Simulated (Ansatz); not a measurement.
The parent structure is BAs in the zinc blende structure (space group F-43m, No. 216; a = 4.768 Å). Axes: x, y, z lie along the cube axes.

The values are results of plane-wave PAW DFT at the PBEsol level (Ansatz, a quantum-chemistry and plane-wave program, 420 eV), no SOC, earlier PAW set, not measurements.

Strains are applied to the cell and any free atomic positions relax; under biaxial strain the out-of-plane vector relaxes too.

One change was made to it. Results:

```tsv
quantity	base	after
smallest direct gap	3.25 eV	2.58 eV
energy relative to the base (free energy F)	0 meV/atom	+40 meV/atom
```

Task: What was done to the base?
(A) biaxial strain −1.32 %, plane normal [111], relaxed out of plane
(B) biaxial strain +4.07 %, plane normal [001], relaxed out of plane
(C) isotropic strain +1.55 %

Result: B, biaxial strain +4.07 %, plane normal [001], relaxed out of plane. For comparison, the energy relative to the base in the other runs: biaxial strain −1.32 %, plane normal [111], relaxed out of plane gives +5.7 meV/atom; isotropic strain +1.55 % gives +12 meV/atom.

Stability against distortions was not tested.
